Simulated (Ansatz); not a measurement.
Several settings converged on NiTe2 (P-3m1, 3 atoms in the cell)

```
NiTe2
1.0
    3.88675     0.00000     0.00000
   -1.94337     3.36602     0.00000
    0.00000     0.00000     5.38866
Ni Te
1 2
Direct
  0.00000   0.00000   0.00000
  0.33333   0.66667   0.24192
  0.66667   0.33333   0.75808
```

Base method: LDA (PW92), default PAW files made with PBE (plane waves; Ansatz, a first-principles code).

Base settings: basis.ecutwfc = 420 eV; kpoints.mp_grid.grid = 10 10 6; hamiltonian.xc = lda; hamiltonian.pseudopotentials = {kind: paw} (the program's default PAW files); scf.occupations.method = gaussian; scf.occupations.width = 0.1 eV.

Core times come from one kind of shared machine, to one figure; runs under 30 s give none.

**Zone-centre phonons against the cutoff**

In this ladder: phonons.method = dfpt.

The mesh stays at the base's, so the ladder's end is converged at best in this setting alone.

Frequencies are those of the unrelaxed cell, without the LO-TO term of polar crystals.

Only quantities that move along the ladder and can be compared are tabulated.

```csv
basis.ecutwfc,highest zone-centre frequency (cm⁻¹),lowest optical frequency (cm⁻¹),core time / last (rough)
210 eV,166.1,69.6,0.3
250 eV,175.5,50.3,0.3
295 eV,200.4,66.8,0.3
355 eV,201.4,68.0,0.4
420 eV,201.2,67.9,0.5
630 eV,201.2,67.9,1
```

Coarsest basis.ecutwfc that holds the lowest optical frequency within 2 cm⁻¹ of the last step, with all finer ones: 295 eV, at about 0.3 of the last step's time; the step before is off by 18 cm⁻¹.

Coarsest basis.ecutwfc that holds the highest zone-centre frequency within 5 cm⁻¹ of the last step, with all finer ones: 295 eV, at about 0.3 of the last step's time; the step before is off by 26 cm⁻¹.

**Zone-centre phonons against the mesh**

In this ladder: phonons.method = dfpt.

Frequencies are those of the unrelaxed cell, without the LO-TO term of polar crystals.

Only quantities that move along the ladder and can be compared are tabulated.

```csv
kpoints.mp_grid.grid,highest zone-centre frequency (cm⁻¹),lowest optical frequency (cm⁻¹),core time / last (rough)
3 3 2,204.6,94.5,–
4 4 3,197.3,74.8,–
5 5 3,198.0,91.1,–
6 6 4,203.7,66.1,0.04
8 8 5,200.5,67.9,0.08
12 12 7,200.5,66.1,0.2
14 14 9,200.9,69.5,1
```

Coarsest kpoints.mp_grid.grid that holds the highest zone-centre frequency within 1 cm⁻¹ of the last step, with all finer ones: 8 8 5, at about 0.08 of the last step's time; the step before is off by 2.8 cm⁻¹.

Coarsest kpoints.mp_grid.grid that holds the lowest optical frequency within 10 cm⁻¹ of the last step, with all finer ones: 6 6 4, at about 0.04 of the last step's time; the step before is off by 22 cm⁻¹.

**The force threshold of a relaxation**

On NiTe2 (P3m1, 3 atoms in the cell): one atom moved by 0.15 angstrom.

In this ladder: relax = atoms.

The mesh stays at the base's, so the ladder's end is converged at best in this setting alone.

Only quantities that move along the ladder and can be compared are tabulated.

```csv
relax.f_tol,largest force left (eV/Å),relaxation steps,core time / last (rough)
0.2 eV/Å,0.0235,3,0.5
0.1 eV/Å,0.0253,4,0.6
0.05 eV/Å,0.0265,4,0.6
0.03 eV/Å,0.0271,4,0.6
0.02 eV/Å,0.0011,5,0.7
0.005 eV/Å,0.0010,5,0.8
0.001 eV/Å,0.0001,7,1
```

Coarsest relax.f_tol that holds the largest force left within 0.01 eV/Å of the last step, with all finer ones: 0.02 eV/Å; the step before is off by 0.027 eV/Å.

On the base run: the starting cell comes from a database of computed structures (which also holds hypothetical and non-ambient phases and stackings), without a prior relaxation at this level. Its lattice was rescaled by up to half a per cent. Spin polarisation is off, so a magnetic state, if there is one, cannot be reached. In the base run, with a pressure of about -6 GPa the cell is away from its equilibrium volume at this level.

Keys are those of Ansatz 0.2.
